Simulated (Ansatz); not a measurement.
Data:

```
GaAs
1.0
    0.00000     2.79923     2.79923
    2.79923     0.00000     2.79923
    2.79923     2.79923     0.00000
Ga As
1 1
Direct
  0.00000   0.00000   0.00000
  0.25000   0.25000   0.25000
```

All values below come from r2SCAN with spin-orbit coupling, rigid bands (plane waves, PAW; Ansatz, a quantum-chemistry and plane-wave program). Condition of this run: hydrostatic pressure of 2.4 GPa (compression positive) (the target of the relaxation). Geometry: cell and atoms relaxed with PBEsol, then loaded as said.

Problem. Predict the hole conductivity mass (n e² τ/σ) at 300 K, by direction if it differs.

Solution. 0.38 mₑ.

Problem. What conductivity effective mass do dilute electrons have at 300 K?

Solution. 0.072 mₑ.

Problem. And the band gap?

Solution. 1.15 eV at this level; semilocal functionals usually fall short of the measured gap.

Rigid bands, one relaxation time for all states, no polarons. Geometry: cell and atoms relaxed with PBEsol.
